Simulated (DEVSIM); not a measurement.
Device: abrupt Ge p-n junction, at 300 K.

| layer (left to right) | material | thickness (μm) | Nd (cm⁻³) | Na (cm⁻³) | τn (s) | τp (s) |
|---|---|---|---|---|---|---|
| 1 | Ge | 79.0 | - | 1.4e18 | 9.5e-6 | 9.5e-6 |
| 2 | Ge | 200 | 1.2e16 | - | 9.5e-6 | 9.5e-6 |

Left contact: ohmic. Right contact: ohmic. Voltage is applied to the left contact. Recombination: SRH at mid-gap, Auger. Mobility is μmin + (μ − μmin)/(1 + (N/Nref)^α).

This is a model device: material constants are rounded textbook-type values typed into the input, and sizes, dopings and lifetimes were drawn at random. Values at 300 K.

```tsv
parameter	Ge
gap (eV)	0.664
affinity (eV)	4
permittivity	16
Nc (cm⁻³)	1.04e19
Nv (cm⁻³)	6e18
μn (cm²/Vs)	3900
μp (cm²/Vs)	1900
μn,min	150
μp,min	100
Nref,n	2.6e17
Nref,p	4e17
αn	0.56
αp	0.6
Cn (cm⁶/s)	1e-31
Cp (cm⁶/s)	1e-31
```

Model (solved in DEVSIM): 1D drift-diffusion, Boltzmann statistics, complete ionisation; no tunnelling, impact ionisation, image-force lowering or self-heating.

Q: Tabulate band edges, carrier densities and field at 0.65 V on the left contact.

A: Energies count from the Fermi level of the right contact; mesh points crowd at the junctions.

```
x (μm)   Ec (eV)  Ev (eV)  n (cm⁻³)  p (cm⁻³)  field (V/cm)
-------  -------  -------  --------  --------  ------------
0.000     -0.024   -0.688     3.1e8    1.4e18           ≈ 0
0.07212   -0.024   -0.688    3.5e14    1.4e18           ≈ 0
0.3454    -0.023   -0.687    1.7e15    1.4e18           ≈ 0
1.455     -0.023   -0.687    7.0e15    1.4e18           ≈ 0
9.250     -0.019   -0.683    4.1e16    1.4e18           ≈ 0
35.62     -0.005   -0.669    1.3e17    1.5e18           ≈ 0
67.86      0.009   -0.655    2.1e17    1.6e18           ≈ 0
77.24      0.013   -0.651    2.3e17    1.6e18           ≈ 0
78.58      0.014   -0.650    2.4e17    1.6e18           ≈ 0
78.91      0.014   -0.650    2.4e17    1.6e18           ≈ 0
79.00      0.011   -0.653    2.7e17    1.4e18         -9300
79.10     -0.011   -0.675    6.3e17    6.2e17           ≈ 0
79.45     -0.011   -0.675    6.3e17    6.2e17           ≈ 0
80.87     -0.011   -0.675    6.2e17    6.1e17           ≈ 0
90.84     -0.009   -0.673    5.9e17    5.8e17           ≈ 0
126.5      0.002   -0.662    4.7e17    4.6e17           ≈ 0
222.5      0.047   -0.617    1.9e17    1.8e17           ≈ 0
264.9      0.101   -0.563    6.6e16    5.4e16            24
276.8      0.148   -0.516    2.4e16    1.2e16            78
278.4      0.165   -0.499    1.6e16    3.8e15           140
278.9      0.172   -0.492    1.3e16    9.4e14           200
279.0      0.175   -0.489    1.2e16    3.6e10           220
```
